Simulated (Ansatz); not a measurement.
The reference is GaSb in the zinc blende structure (space group F-43m, No. 216; a = 6.049 Å). Axes: x, y, z lie along the cube axes.

All numbers come from LDA in Ansatz (plane waves to 420 eV, PAW, without spin-orbit coupling).

Base values:

- Shortest interatomic distance = 2.619 Å
- Pressure = 0.0 GPa

Perturbation: tensor shear ε_xy = +0.86 % (engineering shear γ = 0.0172); the atoms relax in the strained cell.

Task: What does the calculation give for the shortest interatomic distance, energy relative to the base and pressure after the change?

Result: The shortest interatomic distance falls by 0.006 Å to 2.613 Å; the energy goes up by 1.1 meV/atom; the pressure (mean of the normal stresses, compression positive) stays 0.0 GPa.

Whether these cells are dynamically stable was not tested. All final runs are without spin polarisation.

Ansatz is a program for electronic structure.
